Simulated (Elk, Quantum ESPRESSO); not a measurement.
A Quantum ESPRESSO input for a self-consistent single point of VCu3S4 (P-43m, 8 atoms in the cell) (DFT, PBEsol, plane waves, PseudoDojo standard norm-conserving (PBESOL) pseudopotentials):

```fortran
&CONTROL
   calculation = 'scf'
   prefix = 'pwscf'
   outdir = './out'
   pseudo_dir = './'
   verbosity = 'high'
   tprnfor = .true.
   tstress = .true.
/
&SYSTEM
   ibrav = 0
   nat = 8
   ntyp = 3
   ecutwfc = 95
   occupations = 'smearing'
   smearing = 'fd'
   degauss = 0.0036749
/
&ELECTRONS
   conv_thr = 1.0e-11
   mixing_beta = 0.7
/
ATOMIC_SPECIES
V     50.9415  V.upf
Cu    63.5460  Cu.upf
S     32.0600  S.upf
ATOMIC_POSITIONS {crystal}
V     0.00000000    0.00000000    0.00000000
Cu    0.00000000    0.50000000    0.00000000
Cu    0.50000000    0.00000000    0.00000000
Cu    0.00000000    0.00000000    0.50000000
S     0.76292000    0.23708000    0.76292000
S     0.23708000    0.23708000    0.23708000
S     0.23708000    0.76292000    0.76292000
S     0.76292000    0.76292000    0.23708000
K_POINTS {automatic}
5 5 5  0 0 0
CELL_PARAMETERS {angstrom}
   5.26248200     0.00000000     0.00000000
   0.00000000     5.26248200     0.00000000
   0.00000000     0.00000000     5.26248200
```

Task: Give the Elk input for the same structure, mesh, smearing and functional.

Result: This is the input that was run; spellings and numerical settings could be chosen otherwise.

```
tasks
  0

xctype
  22

rmtscf
  0.85

swidth
  0.00183747

maxscl
  100

scale
  1.889726125

avec
    5.2624820000    0.0000000000    0.0000000000
    0.0000000000    5.2624820000    0.0000000000
    0.0000000000    0.0000000000    5.2624820000

atoms
  3
  'V.in'
  1
  0.0000000000  0.0000000000  0.0000000000    0.0 0.0 0.0
  'Cu.in'
  3
  0.0000000000  0.5000000000  0.0000000000    0.0 0.0 0.0
  0.5000000000  0.0000000000  0.0000000000    0.0 0.0 0.0
  0.0000000000  0.0000000000  0.5000000000    0.0 0.0 0.0
  'S.in'
  4
  0.7629200000  0.2370800000  0.7629200000    0.0 0.0 0.0
  0.2370800000  0.2370800000  0.2370800000    0.0 0.0 0.0
  0.2370800000  0.7629200000  0.7629200000    0.0 0.0 0.0
  0.7629200000  0.7629200000  0.2370800000    0.0 0.0 0.0

ngridk
  5 5 5
```

Basis settings and potentials, where a program has them, do not carry over. This input uses DFT, PBEsol, all-electron FP-LAPW, Elk's shipped species files, default APW+lo basis.

The starting cell comes from a database of computed structures (which also holds hypothetical and non-ambient phases and stackings), without a prior relaxation at this level. For this run, on top of that: lattice scaled by 0.98.
